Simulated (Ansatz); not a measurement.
## Smallest direct gap on the k points sampled of InSe (P-6m2, No. 187; cell taken from a computed entry) at several levels of theory

No measured value is used here.

```json
[
 {"level (code)": "LDA (Ansatz)", "value (eV)": "0.19", "cell (Å³/atom)": "27.79"},
 {"level (code)": "PBEsol (Ansatz)", "value (eV)": "0.37", "cell (Å³/atom)": "29.34"},
 {"level (code)": "r²SCAN (Ansatz)", "value (eV)": "0.93", "cell (Å³/atom)": "30.78"},
 {"level (code)": "dielectric-dependent PBEsol hybrid (Ansatz)", "value (eV)": "0.96", "cell (Å³/atom)": "29.34"},
 {"level (code)": "r²SCAN0 (Ansatz)", "value (eV)": "2.07", "cell (Å³/atom)": "29.34"}
]
```

Computed values are for a static lattice. Levels without +SOC have no spin–orbit coupling; where heavier elements are present it shifts gaps, mostly down, and can invert bands.  LDA: LDA has no dispersion term either, though it tends to give short spacings of layers, chains or molecules. PBEsol, r²SCAN, dielectric-dependent PBEsol hybrid, r²SCAN0: the cell comes from a level without a dispersion term, which matters for the spacing of layers, chains or molecules. Values are at the level's own equilibrium cell; dielectric-dependent PBEsol hybrid at the PBEsol cell; r²SCAN0 at the PBEsol cell. Cutoffs and k meshes differ between the levels. Ansatz's density-functional and Hartree–Fock values are scalar-relativistic unless marked +SOC, with PAW data made under PBE.

Ansatz is a quantum-chemistry and plane-wave program.
